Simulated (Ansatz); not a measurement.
CsCl-type AuZn (cubic form, which distorts at low temperature) was calculated with r²SCAN (plane waves, PAW; Ansatz, a program for electronic structure).

Numerical settings: plane-wave cutoff 560 eV, 18×18×18 k mesh, Fermi–Dirac smearing 0.05 eV, scalar-relativistic PAW data made under PBE.

Computed at the level's own relaxed cell.

What does this level give for the equilibrium lattice constant a and bulk modulus B0?


* **equilibrium lattice constant a**: 3.149 Å
* **bulk modulus B0**: 136 GPa

The run finds no gap.

Measured, for comparison: bulk modulus 131 GPa (temperature not stated, not corrected to a static lattice; as tabulated in Nepal et al. (2020), arXiv:2007.11150). Computed (rounded) less measured: bulk modulus +4 %. A static lattice is as a rule a little smaller and stiffer than an uncorrected measurement, which narrows the difference in the bulk modulus and would widen misses of the other sign.

Note: symmetry holds this phase in the static calculation, where it need not be a minimum; the bulk modulus is −V dP/dV from two relaxed cells at ±2 % in volume.

Spin–orbit coupling is not included; it can shift volumes and moduli of such heavy elements.

Static lattice: no zero-point or thermal effects.

Computing time: about 110 core-seconds (a rough figure).
